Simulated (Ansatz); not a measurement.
The cell is made up: elements placed on another compound's structure type, so the phase may be hypothetical.

By PBEsol, the system below comes out a metal.

Without scattering a metal conducts by its projected Fermi surface.

Input:

```
CELL_PARAMETERS angstrom
      4.12625     0.00000     0.00000
     -2.06312     5.00765     0.00000
      2.06312     0.00000     5.00765
ATOMIC_POSITIONS crystal
  Be 0.50000 0.78798 0.78798
  Be 0.50000 0.21202 0.21202
  Be 0.28798 0.78798 0.21202
  Be 0.71202 0.21202 0.78798
  Be 0.35150 0.35150 0.64850
  Be 0.64850 0.64850 0.35150
  Be 0.00000 0.64850 0.64850
  Be 0.00000 0.35150 0.35150
  Be 0.50000 0.50000 0.00000
  Be 0.50000 0.00000 0.50000
  Be 0.00000 0.50000 0.00000
  Be 0.00000 0.00000 0.50000
  Mo 0.00000 0.00000 0.00000
```

Space group of this cell: I4/mmm. The cell was relaxed by PBE-D3(BJ); by PBEsol its mean pressure is 6.4 GPa.

The current flows along the normal of the first two printed cell vectors. No spin-orbit coupling; the value is a mean over 0.1 eV about the Fermi level.

**Question.** Compute, with PBEsol (Ansatz, a program for electronic structure), the ballistic conductance per area.

**Answer.** 0.33 × 10¹⁵ S/m² for both spins.
